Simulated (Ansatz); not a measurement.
Results of PBEsol+SOC (PAW; Ansatz, an electronic-structure program) for GaAs (model structure, started from the BN type, Pm-3n, No. 223, 12 atoms in the cell).

From the output:

```
Crystal: 12 atoms, lattice volume = 340.602 Å³
Basis set: ecut = 520 eV, 9093 PW (Γ), exchange–correlation on 108×108×108 points (8 copies of the dense FFT grid, shifted against one another)
Bands: 202, of which v1, the nominal top of the filled ones, is band 168 counted from 1 (167 counted from 0)
Symmetry: 48 space group operations + 48 with time reversal
k-points: 10 of 64
Initial density: superposition of atomic densities (chi_scale 0.1, normalization cell, long waves kept (reshape's long-wave potential 0.00 eV rms))
Functional: x = pbesol(κ = 0.804, μ = 0.12345679012345678), c = pbesol(β = 0.046)
spin=Noncollinear: Resta preconditioning applied to the charge; magnetization (m_x, m_y, m_z) channels mix plain (no charge-response kernel on spin).
SCF 1 converged in 11 iterations: F = -51340.110628 eV  dr2 = 7.50e-11
SCF converged after 11 iterations
Free energy (F): -51340.110628 eV
Internal energy: -51340.110627 eV  (E = F + TS)
E sigma→0 (E₀):  -51340.110628 eV
Fermi energy:    5.751903 eV
--- Stress (GPa, compression-positive) ---
       -0.038522      -0.000000       0.000000
        0.000000      -0.038522       0.000000
        0.000000       0.000000      -0.038522
  P = ⅓ Tr σ = -0.0385 GPa (-0.385 kbar)
```

Q: Write an input file that could have produced this run (the log leaves some choices open).

A: Several could match; the one computed here: 
Ansatz 0.2 input:
```yaml
crystal:
  lattice:
    - [6.9836501701, 0.0, 0.0]
    - [0.0, 6.9836501701, 0.0]
    - [0.0, 0.0, 6.9836501701]
  atoms:
    - { symbol: Ga, position: [0.25, 0.0, 0.5] }
    - { symbol: Ga, position: [0.5, 0.25, 0.0] }
    - { symbol: Ga, position: [0.5, 0.75, 0.0] }
    - { symbol: Ga, position: [0.75, 0.0, 0.5] }
    - { symbol: Ga, position: [0.0, 0.5, 0.75] }
    - { symbol: Ga, position: [0.0, 0.5, 0.25] }
    - { symbol: As, position: [0.25, 0.5, 0.0] }
    - { symbol: As, position: [0.0, 0.25, 0.5] }
    - { symbol: As, position: [0.0, 0.75, 0.5] }
    - { symbol: As, position: [0.75, 0.5, 0.0] }
    - { symbol: As, position: [0.5, 0.0, 0.75] }
    - { symbol: As, position: [0.5, 0.0, 0.25] }
basis:
  ecutwfc: 520
  ecutrho_ratio: 4
  xc_grid: 2
kpoints:
  mp_grid: { grid: [4, 4, 4] }
hamiltonian:
  xc: pbesol
  dispersion: none
  pseudopotentials: { kind: paw }
scf:
  occupations: { method: fermi_dirac, width: 0.01 }
  convergence: { dr2_threshold: 0.0000000012 }
output:
  forces: true
  stress: true
  eigenvalues: true
magnetization:
  noncollinear: true
  spin_orbit: true
```

The PAW data were made under PBE.

Note: the relaxation could raise the start's symmetry but not lower it, so the cell can be a saddle point.

Cost on a shared machine: around 4 core-minutes (rough).

A model structure was made by putting elements into a prototype or built by hand; it is no filed structure, need not be a known phase, and can be a saddle point held by its symmetry.
